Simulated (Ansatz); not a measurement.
The reference is MgS in the rock salt structure (space group Fm-3m, No. 225; a = 5.182 Å). Axes: x, y, z lie along the cube axes.

One thing is altered: tensile biaxial strain of 0.99 % in the plane normal to [110], as in epitaxy on a mismatched substrate; the out-of-plane cell vector and the atoms relax.

Levels (all Ansatz, a quantum-chemistry and plane-wave program, PAW): PBEsol (420 eV, no SOC); PBEsol+SOC (420 eV, spin-orbit coupling included).

The geometry is relaxed with PBEsol.

| Property | Result |
|---|---|
| PBEsol band gap | 2.63 eV |
| PBEsol valence-band top at Γ | 0.00, -0.04, -0.14 eV |
| PBEsol electron mass | 0.52 mₑ along k, 0.29 mₑ across (at T) |
| PBEsol smallest direct gap | 3.51 eV |

Q: Predict the band gap, valence-band top at Γ, electron mass and smallest direct gap from PBEsol+SOC.

A: The band gap decreases by 0.02 eV to 2.61 eV; the valence-band top at Γ (three highest Kramers pairs, from the VBM) goes from 0.00, -0.04, -0.14 eV to 0.00, -0.06, -0.18 eV; the electron mass remains 0.52 mₑ along k, 0.29 mₑ across (at T); the smallest direct gap shrinks by 0.018 eV (3.51 eV → 3.50 eV).

A biaxial case was relaxed in a doubled cell and then solved in the primitive one. Single points use the geometry relaxed with PBEsol. The spin-orbit shifts are approximate. Effective masses come from finite differences of ±0.01 Å⁻¹. Along k means along the line from Γ to the band edge. No phonon test of stability was made.
